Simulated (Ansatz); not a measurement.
An Ansatz (a quantum-chemistry and plane-wave program) input (DFT with PBEsol, PAW potentials and a 420 eV plane-wave cutoff in Ansatz, no SOC):

Ansatz 0.2 input:
```yaml
crystal:
  lattice:
    - [-2.106817906, 2.106817906, 3.9770673516]
    - [2.106817906, -2.106817906, 3.9770673516]
    - [2.106817906, 2.106817906, -3.9770673516]
  atoms:
    - { symbol: Mo, position: [0.9893766418, 0.4893766418, 0.5] }
    - { symbol: Mo, position: [0.2393766418, 0.2393766418, 0] }
    - { symbol: Mo, position: [0.7606233582, 0.7606233582, 0] }
    - { symbol: Mo, position: [0.5106233582, 0.0106233582, 0.5] }
    - { symbol: N, position: [0.25, 0.75, 0.5] }
    - { symbol: N, position: [0.5, 0.5, 0] }
basis: { ecutwfc: 420, ecutrho_ratio: 4, xc_grid: 2, fft_grid_basis: typed }
kpoints: { mp_grid: { grid: [16, 16, 16] } }
hamiltonian:
  xc: pbesol
  dispersion: none
  pseudopotentials: { kind: paw }
scf: { occupations: { method: fermi_dirac, width: 0.05 }, convergence: { dr2_threshold: 0.0000000006 } }
output: { forces: true, stress: true }
```

Q: Which symmetry and how many k-points will the program report, and about how many plane waves at Γ?

A: Space group I41/amd (ITA 141) with 16 operations, k-points 349 of 4096, and 1353 plane waves at Γ.

Stability against distortions was not tested. The final runs are not spin-polarised. The cell is Mo₂N in the anti-anatase structure (space group I4_1/amd, No. 141).
